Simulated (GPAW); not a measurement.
## A self-consistent single point of HfBRh₃ (Pm-3m, 5 atoms in the cell) with GPAW

Computed with PBEsol, GPAW PAW datasets PBEsol (made by gpaw-setup) (plane waves; GPAW).

This input was run:

```python
from ase import Atoms
from ase.units import GPa
from gpaw import GPAW, PW

atoms = Atoms(['Hf', 'B', 'Rh', 'Rh', 'Rh'],
              cell=[[4.095260, 0.000000, 0.000000],
                    [0.000000, 4.095260, 0.000000],
                    [0.000000, 0.000000, 4.095260]],
              positions=[[0.000000, 0.000000, 0.000000],
                         [2.047630, 2.047630, 2.047630],
                         [0.000000, 2.047630, 2.047630],
                         [2.047630, 0.000000, 2.047630],
                         [2.047630, 2.047630, 0.000000]],
              pbc=True)

calc = GPAW(mode=PW(900),
            xc='PBEsol',
            kpts={'size': (6, 6, 6), 'gamma': True},
            occupations={'name': 'methfessel-paxton', 'width': 0.05, 'order': 0},
            nbands=-13,
            convergence={'forces': 0.001},
            symmetry={'symmorphic': False, 'tolerance': 0.0005},
            maxiter=120)

atoms.calc = calc

energy = atoms.get_potential_energy()
print('Energy (eV):', round(energy, 6))
forces = atoms.get_forces()
print('Forces (eV/Ang):')
print(forces.round(5))
stress = atoms.get_stress()
print('Stress (GPa, Voigt):', (stress / GPa).round(4))
```

Output (repeated stretches shortened):

```
Input parameters:
  convergence: {forces: 0.001}
  kpts: {gamma: True,
         size: (6, 6, 6)}
  maxiter: 120
  mode: {ecut: 900.0000000000001,
         name: pw}
  nbands: -13
  occupations: {name: methfessel-paxton,
                order: 0,
                width: 0.05}
  symmetry: {symmorphic: False,
             tolerance: 0.0005}
  xc: PBEsol

species:
  Hf:
    name: Hafnium
    Z: 72.0
    valence: 12
    core: 60
    charge: 0.0
    file: Hf.PBEsol.gz

    # Using partial waves for Hf as LCAO basis

  B:
    name: Boron
    Z: 5.0
    valence: 3
    core: 2
    charge: 0.0
    file: B.PBEsol.gz

    # Using partial waves for B as LCAO basis

  Rh:
    name: Rhodium
    Z: 45.0
    valence: 15
    core: 30
    charge: 0.0
    file: Rh.PBEsol.gz

    # Using partial waves for Rh as LCAO basis

Reference energy: -800637.217001  # eV

Spin-paired calculation

Convergence criteria:
 Maximum [total energy] change in last 3 cyles: 0.0005 eV / valence electron
 Maximum integral of absolute [dens]ity change: 0.0001 electrons / valence electron
 Maximum integral of absolute [eigenst]ate change: 4e-08 eV^2 / valence electron
 Maximum change in the atomic [forces] across last 2 cycles: 0.001 eV/Ang OR
Maximum error relative to the maximum force is below inf
 Maximum number of scf [iter]ations: 120

Symmetries present (total): 48
Symmetries with fractional translations: 0
216 k-points: 6 x 6 x 6 Monkhorst-Pack grid + [1/12,1/12,1/12]
20 k-points in the irreducible part of the Brillouin zone
       k-points in crystal coordinates                weights
   0:     0.00000000    0.00000000    0.00000000          1/216
   1:     0.16666667    0.00000000    0.00000000          6/216
   2:     0.16666667    0.16666667    0.00000000         12/216
   [... 7 lines left out ...]
          ...
  19:     0.50000000    0.50000000    0.50000000          1/216

Wave functions: Plane wave expansion
  Cutoff energy: 900.000 eV
  Number of coefficients (min, max): 4169, 4248
  Pulay-stress correction: 0.000000 eV/Ang^3 (de/decut=0.000000)

Occupation numbers: Methfessel-Paxton:
  width: 0.0500  # eV
  order: 0

Eigensolver

Densities:
  Coarse grid: 30*30*30 grid
  Fine grid: 60*60*60 grid
  Total Charge: 0.000000

Density mixing:
  Method: separate
  Backend: pulay
  Linear mixing parameter: 0.05
  old densities: 5
  Damping of long wavelength oscillations: 50

Hamiltonian:
  XC and Coulomb potentials evaluated on a 60*60*60 grid
  External potential:
    NoExternalPotential

XC parameters: PBEsol with 2 nearest neighbor stencil

Number of atoms: 5
Number of atomic orbitals: 53
Number of bands in calculation: 43
Number of valence electrons: 60
Bands to converge: occupied

Density initialized from atomic densities
  43 bands from LCAO basis set

Atomic positions and initial magnetic moments

Positions:
   0 Hf     0.000000    0.000000    0.000000    ( 0.0000,  0.0000,  0.0000)
   1 B      2.047630    2.047630    2.047630    ( 0.0000,  0.0000,  0.0000)
   2 Rh     0.000000    2.047630    2.047630    ( 0.0000,  0.0000,  0.0000)
   3 Rh     2.047630    0.000000    2.047630    ( 0.0000,  0.0000,  0.0000)
   4 Rh     2.047630    2.047630    0.000000    ( 0.0000,  0.0000,  0.0000)

Unit cell:
           periodic     x           y           z      points  spacing
  1. axis:    yes    4.095260    0.000000    0.000000    30     0.1365
  2. axis:    yes    0.000000    4.095260    0.000000    30     0.1365
  3. axis:    yes    0.000000    0.000000    4.095260    30     0.1365

  Lengths:   4.095260   4.095260   4.095260
  Angles:   90.000000  90.000000  90.000000

Effective grid spacing dv^(1/3) = 0.1365

     iter     time        total  log10-change:
                         energy   eigst   dens  force
iter:   1 --:--:--   -46.752681
iter:   2 --:--:--   -45.987762   -1.27  -1.27
iter:   3 --:--:--   -43.719027   -1.00  -1.31
iter:   4 --:--:--   -43.680229   -2.45  -1.77
iter:   5 --:--:--   -43.619257   -2.29  -1.72
iter:   6 --:--:--   -43.546454   -1.88  -1.84
iter:   7 --:--:--   -43.505182   -2.77  -2.19
iter:   8 --:--:--   -43.496072   -3.24  -2.36
iter:   9 --:--:--   -43.486634c  -3.21  -2.47
iter:  10 --:--:--   -43.486318c  -4.05  -3.10
iter:  11 --:--:--   -43.486381c  -4.92  -3.53
iter:  12 --:--:--   -43.486375c  -5.30  -3.52
iter:  13 --:--:--   -43.486203c  -5.54  -3.51
iter:  14 --:--:--   -43.486190c  -5.58  -3.71
iter:  15 --:--:--   -43.486198c  -6.35  -3.97
iter:  16 --:--:--   -43.486195c  -5.54  -3.93
iter:  17 --:--:--   -43.486192c  -6.85  -4.07c
iter:  18 --:--:--   -43.486191c  -7.56c -4.70c
iter:  19 --:--:--   -43.486191c  -8.44c -4.95c -24.30c

Converged after 19 iterations.

Dipole moment: (0.000000, 0.000000, 0.000000) |e|*Ang

Energy contributions relative to reference atoms: (reference = -800637.217001)

Kinetic:         +2.034746
Potential:       -9.229401
External:        +0.000000
XC:             -35.676350
Entropy (-ST):   -0.000672
Local:           -0.614850
SIC:             +0.000000
--------------------------
Free energy:    -43.486527
Extrapolated:   -43.486191

Showing only first 2 kpts
 Kpt  Band  Eigenvalues  Occupancy
  0    28     11.35833    1.93932
  0    29     11.36645    1.90031
  0    30     11.36645    1.90031
  0    31     11.36645    1.90031

  1    28     11.13954    2.00000
  1    29     11.36704    1.89684
  1    30     12.01740    0.00000
  1    31     12.01740    0.00000

Fermi level: 11.42466

No gap
No difference between direct/indirect transitions
Energy (eV): -43.486191

Forces in eV/Ang:
  0 Hf   -0.00000   -0.00000   -0.00000
  1 B    -0.00000   -0.00000   -0.00000
  2 Rh    0.00000   -0.00000   -0.00000
  3 Rh    0.00000    0.00000   -0.00000
  4 Rh   -0.00000   -0.00000    0.00000

Stress tensor:
     0.009861     0.000000     0.000000
     0.000000     0.009861     0.000000
     0.000000     0.000000     0.009861
Stress (GPa, Voigt): [1.5799 1.5799 1.5799 0.     0.     0.    ]
```

The run converged in 19 iterations. GPAW prints stress with tension positive.

At such cutoffs GPAW's stress carries a finite-basis (Pulay) error, which enters relaxed cells too; its log prints stress with tension positive.

The starting cell comes from a database of computed structures (which also holds hypothetical and non-ambient phases and stackings), without a prior relaxation at this level. Spin-orbit coupling is off. Spin polarisation is off.

Cost on one core of a shared machine: roughly 70 s.
